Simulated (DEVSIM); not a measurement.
Structure: Schottky contact on n-type GaN, at 300 K.

```
layer (left to right)  material  thickness (μm)  Nd (cm⁻³)   τn (s)   τp (s)
---------------------  --------  --------------  ---------  -------  -------
1                           GaN           0.940     2.4e16  3.5e-10  3.5e-10
```

Left contact: Schottky, work function 5.33 eV, emission velocity 9e6 cm/s. Right contact: ohmic. Voltage is applied to the left contact. Recombination: SRH at mid-gap, radiative, Auger. Mobility is μmin + (μ − μmin)/(1 + (N/Nref)^α).

The device is made up for the run: typed textbook-type constants, with dimensions and the other settings drawn at random. Values at 300 K; Nc and Nv go as T^1.5, mobilities as T to minus their exponent, the gap by Varshni's rule with the affinity fixed.

| parameter | GaN |
|---|---|
| gap (eV) | 3.43 |
| affinity (eV) | 4.1 |
| permittivity | 9.5 |
| Nc (cm⁻³) | 2.3e18 |
| Nv (cm⁻³) | 4.6e19 |
| μn (cm²/Vs) | 1200 |
| μp (cm²/Vs) | 100 |
| μn,min | 55 |
| μp,min | 3 |
| Nref,n | 2e17 |
| Nref,p | 3e17 |
| αn | 1 |
| αp | 2 |
| T exponent of μn | 1.5 |
| T exponent of μp | 2 |
| B (cm³/s) | 1e-11 |
| Cn (cm⁶/s) | 1e-30 |
| Cp (cm⁶/s) | 1e-30 |
| Varshni α (eV/K) | 0.00091 |
| Varshni β (K) | 830 |

DEVSIM, 1D drift-diffusion, Boltzmann statistics, complete ionisation; no tunnelling, impact ionisation, image-force lowering or self-heating. Metal contacts follow the ideal Schottky-Mott rule: no Fermi-level pinning, no interface dipoles.

Base results: largest field in the device at zero bias (V/cm) 99000; dark forward voltage at 100 A/cm² (V) 0.971; potential step across the device at zero bias (V) 1.112; dark forward voltage at 1 A/cm² (V) 0.846.

Task: What follows from this one change: temperature 300 → 250 K?

Result: largest field in the device at zero bias little changed (100000 V/cm); dark forward voltage at 100 A/cm² 0.971 → 1.019 V; potential step across the device at zero bias 1.112 → 1.138 V; dark forward voltage at 1 A/cm² 0.846 → 0.916 V.

Task: What follows from this one change: metal work function 5.33 → 5.28 eV?

Result: largest field in the device at zero bias little changed (97000 V/cm); dark forward voltage at 100 A/cm² 0.971 → 0.921 V; potential step across the device at zero bias 1.112 → 1.062 V; dark forward voltage at 1 A/cm² 0.846 → 0.796 V.

Task: What follows from this one change: doping Nd of layer 1 2.4e+16 → 7.2e+16 cm^-3?

Result: largest field in the device at zero bias 99000 → 170000 V/cm; dark forward voltage at 100 A/cm² 0.971 → 0.966 V; potential step across the device at zero bias 1.112 → 1.140 V; dark forward voltage at 1 A/cm² little changed (0.845 V).

Task: What follows from this one change: metal work function 5.33 → 5.43 eV?

Result: largest field in the device at zero bias little changed (100000 V/cm); dark forward voltage at 100 A/cm² 0.971 → 1.071 V; potential step across the device at zero bias 1.112 → 1.212 V; dark forward voltage at 1 A/cm² 0.846 → 0.946 V.
